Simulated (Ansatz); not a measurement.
Zr3N4 (Fd-3m), PBEsol with spin-orbit coupling, rigid bands in Ansatz (a program for electronic structure). Condition of this run: spin-orbit coupling switched on. Band gap 0.50 eV, N_c = 9.11e18 cm⁻³ and N_v = 1.09e20 cm⁻³ at 300 K, conductivity masses of 0.292 mₑ (electrons) and 0.701 mₑ (holes). Take k_BT = 0.02585 eV.

**Question.** What thermal injection velocity √(2k_BT/πm) limits a ballistic channel?

**Answer.** 9.96e6 cm/s for electrons and 6.43e6 cm/s for holes, a ratio of √(m_h/m_e) = 1.55, for dilute carriers.

**Question.** A film of it is 3 nm thick. Estimate the confinement energies in an infinite well.

**Answer.** ħ²π²/(2m t²) = 0.376 eV·nm²/(m/mₑ × t²) gives 143 meV for electrons and 59.6 meV for holes, so the gap would widen to about 0.70 eV. Finite barriers and nonparabolic bands lower this, and with several valleys or bands the heaviest mass along the normal sets the lowest level, not this average.

**Question.** Find the intrinsic carrier density and the intrinsic Fermi level.

**Answer.** n_i = √(N_c N_v) exp(−E_g/2k_BT) = 3.15e19 × exp(−9.67) = 2.0e15 cm⁻³. The level lies (k_BT/2) ln(N_v/N_c) = 32 meV from mid-gap (positive towards the conduction band). Each 0.1 eV added to the gap lowers n_i by a factor of 6.9.

Rigid bands with the computed gap; masses take one relaxation time for all states.

Computed structure with no diffraction record at hand here (it may be known, metastable or hypothetical): Zr3N4 (Fd-3m).
